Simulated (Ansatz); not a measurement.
**A constructed model of the (110) surface of bcc Ta, a cell of two sites (a+b, b-a) surface alloy, Ge on one Ta site of the top plane (bottom of the slab: a bare face, its two planes held)**

Level of theory: PBE (plane waves to 420 eV, PAW; Ansatz, an electronic-structure program).

Set-up: 12 atoms, 11.6 Å thick at the start; mesh 11x8x1; 0.1 eV smearing; dipole correction on; 4 atoms held, the rest relaxed; start symmetry kept, larger cells not searched; no spin, no spin-orbit, no U. It is one candidate, not shown to be the stable structure of the face.

```json
{
 "work_function_of_the_top_face": "4.09 eV",
 "energy_released_by_relaxation": "0.048 eV",
 "cost": "roughly 11 core-minutes"
}
```
